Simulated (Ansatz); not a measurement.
## A self-consistent single point of AlTc₂ (I4/mmm, 3 atoms in the cell) with Ansatz

Method of the run: LDA (PW92), default PAW files made with PBE (plane waves; Ansatz, a quantum-chemistry and plane-wave program).

Input:

Ansatz 0.2 input:
```yaml
crystal:
  lattice:
    - [-1.48306200, 1.48306200, 4.70676700]
    - [1.48306200, -1.48306200, 4.70676700]
    - [1.48306200, 1.48306200, -4.70676700]
  atoms:
    - { symbol: Al, position: [0.00000000, 0.00000000, 0.00000000] }
    - { symbol: Tc, position: [0.66991000, 0.66991000, 0.00000000] }
    - { symbol: Tc, position: [0.33009000, 0.33009000, 0.00000000] }
basis:
  ecutwfc: 500.0
kpoints:
  mp_grid: { grid: [13, 13, 13] }
hamiltonian:
  xc: lda
  pseudopotentials: { kind: paw }
scf:
  occupations: { method: fermi_dirac, width: 0.1 }
output:
  forces: true
  eigenvalues: true
  stress: true
```

Output, abridged:

```
WARN ansatz: RAYON_NUM_THREADS=1 ignored (pool sized by the plan → 1); use --threads N
basis.fft_grid_basis auto: the FFT boxes are laid along the combinations [[1, 0, 1], [0, 1, 1], [0, 0, 1]] of the cell's own vectors, 2.966, 2.966 and 5.153 Å …
Pseudopotentials: kind: paw
Pseudopotential: Al, paw, valence charge 3
Pseudopotential: Tc, paw, valence charge 15
Crystal: 3 atoms, lattice volume = 41.410 Å³
Basis set: ecut = 500 eV, 1037 PW (Γ), FFT grids on a1+a3, a2+a3, a3
Bands: 21, of which v1, the nominal top of the filled ones, is band 17 counted from 1 (16 counted from 0)
Symmetry: 16 space group operations
Space group: I4/mmm (ITA 139), of the structure as read, at distance tolerance 3.5e-5 Å
k-points: 196 of 2197
PAW frozen core: Al, regenerated for the run's functional, and the local potential with it
PAW frozen core: Tc, regenerated for the run's functional, and the local potential with it
Initial density: superposition of atomic densities (chi_scale 0.1, normalization cell, long waves kept (reshape's long-wave potential 0.00 eV rms))
Initial wavefunctions: pseudopotential atomic-orbital guess
Eigensolver: davidson
Functional: x = slater, c = lda
SCF iter   1: F=—  HF=-11077.128886 eV  |F-HF|=—  |Δ(HF+E_count)|=         —  Δρ=4.85e-2  dr2=1.03e0  ethr=3.10e-3  ⟨swp⟩=4.7  Hψ=16031  notcnv=0
all-band conjugate gradients solve this SCF's bands
preconditioner: auto → Kerker (q_TF=auto, 2.627 Å⁻¹)
SCF iter   2: F=—  HF=-11076.845168 eV  |F-HF|=—  |Δ(HF+E_count)|=   2.84e-1  Δρ=2.67e-2  dr2=3.91e-1  ethr=3.10e-3  ⟨swp⟩=2.0  Hψ=6454  notcnv=0
SCF iter   3: F=—  HF=-11076.692569 eV  |F-HF|=—  |Δ(HF+E_count)|=   1.53e-1  Δρ=5.53e-3  dr2=2.81e-2  ethr=1.18e-3  ⟨swp⟩=2.1  Hψ=6586  notcnv=0
SCF iter   4: F=—  HF=-11076.681746 eV  |F-HF|=—  |Δ(HF+E_count)|=   1.08e-2  Δρ=1.06e-3  dr2=5.02e-4  ethr=8.52e-5  ⟨swp⟩=1.9  Hψ=5766  notcnv=0
SCF iter   5: F=—  HF=-11076.681499 eV  |F-HF|=—  |Δ(HF+E_count)|=   2.47e-4  Δρ=1.64e-4  dr2=1.24e-5  ethr=1.52e-6  ⟨swp⟩=2.0  Hψ=6077  notcnv=0
SCF iter   6: F=—  HF=-11076.681494 eV  |F-HF|=—  |Δ(HF+E_count)|=   5.11e-6  Δρ=3.42e-5  dr2=4.10e-7  ethr=3.76e-8  ⟨swp⟩=2.0  Hψ=5745  notcnv=0
SCF iter   7: F=-11076.681494 eV  HF=-11076.681494 eV  |F-HF|=7.53e-9  |Δ(HF+E_count)|=   1.72e-7  Δρ=6.00e-6  dr2=1.36e-8  ethr=3.03e-10  ⟨swp⟩=5.1  Hψ=16336  notcnv=0
SCF 1 converged in 7 iterations: F = -11076.681494 eV  dr2 = 1.36e-8
SCF converged after 7 iterations
Free energy (F): -11076.681494 eV
Harris-Foulkes:  -11076.681494 eV  (|F-HF|=7.53e-9)
Internal energy: -11076.628261 eV  (E = F + TS)
E sigma→0 (E₀):  -11076.654877 eV
Entropy (-TS):   -0.053232 eV (-17.744 meV/atom)
Fermi energy:    18.476273 eV
--- Per-component energies (eV) ---
  E_band       = -176.695355
  E_kinetic    = 1275.019530
  E_local      = -3173.212948  (includes V_loc(G=0)·N_el)
  E_nonlocal   = 596.471971
  E_hartree    = 999.241759
  E_xc         = -516.888393
  E_vxc        = -620.228097  (∫ρ·V_xc dr)
  E_paw        = -6771.055077  (= ΣΔE_a)
  E_vpaw       = -253.234288  (= ΣTr[D̂ρ^β])
  E_aug_tail   = 0.000008  (compensation charges beyond the density's cutoff)
  E_ewald      = -3487.284270
  E_core_change = 1.079159  (= ΣΔE_core)
  E_smearing   = -0.053232  (= −TS)
  E_closure    = -0.000000  (closes the sum)
  Σ components = -11076.681494   (vs F -11076.681494, Δ=0.00e0)
--- Forces (eV/Å), atoms counted from 1 ---
  atom   1  Al    -0.00000000     0.00000000     0.00000000
  atom   2  Tc     0.00000000     0.00000000    -0.03213182
  atom   3  Tc     0.00000000    -0.00000000     0.03213182
  max |Σ_I F_I| component: 6.94e-18 eV/Å
--- Stress (GPa, compression-positive) ---
       -5.825281       0.000000       0.000000
        0.000000      -5.825281       0.000000
        0.000000       0.000000      -4.292946
  P = ⅓ Tr σ = -5.3145 GPa (-53.145 kbar)
  The stress holds the Pulay correction. Without it, at fixed plane waves, as pw.x and ABINIT print it: P = -5.3699 GPa
--- Band table (eV; the first three rows and the last of 196) ---
  k-point 0: bands = ["-48.2416", "-47.9582", "-20.5784", "-20.3751", "-20.3751", "-19.9217", "-19.8277", "-19.8277", "8.9914", "12.9567", "13.5634", "15.6087", "16.5756", "17.1377", "17.1377", "17.7149", "18.4354", "18.4354", "20.4715", "20.5473", "21.0502"]
  k-point 1: bands = ["-48.2306", "-47.9630", "-20.5832", "-20.3991", "-20.3940", "-19.8932", "-19.8598", "-19.8371", "9.2247", "13.1225", "13.7306", "15.5899", "16.3549", "17.0620", "17.0725", "17.1356", "18.6438", "18.6746", "20.2623", "20.8076", "21.3803"]
  k-point 2: bands = ["-48.2000", "-47.9764", "-20.6004", "-20.4651", "-20.4221", "-19.9432", "-19.8630", "-19.8388", "9.8737", "13.6052", "14.1984", "15.3467", "15.9216", "16.6657", "16.7974", "16.8891", "18.3784", "19.1464", "19.7150", "21.7183", "22.2310"]
  k-point 195: bands = ["-48.2308", "-47.9662", "-20.5043", "-20.4165", "-20.3715", "-19.9864", "-19.8333", "-19.8278", "10.3326", "12.0611", "13.4289", "13.7575", "16.5352", "16.5548", "17.1049", "17.5693", "19.3367", "19.7990", "20.2204", [...]
```

The run converged in 7 iterations.

The starting cell comes from a database of computed structures (which also holds hypothetical and non-ambient phases and stackings), without a prior relaxation at this level. Its lattice was rescaled by up to half a per cent. Spin polarisation is off. With a pressure of about -5 GPa the cell is away from its equilibrium volume at this level. Ansatz's pressure includes its estimate of the finite-basis (Pulay) stress.
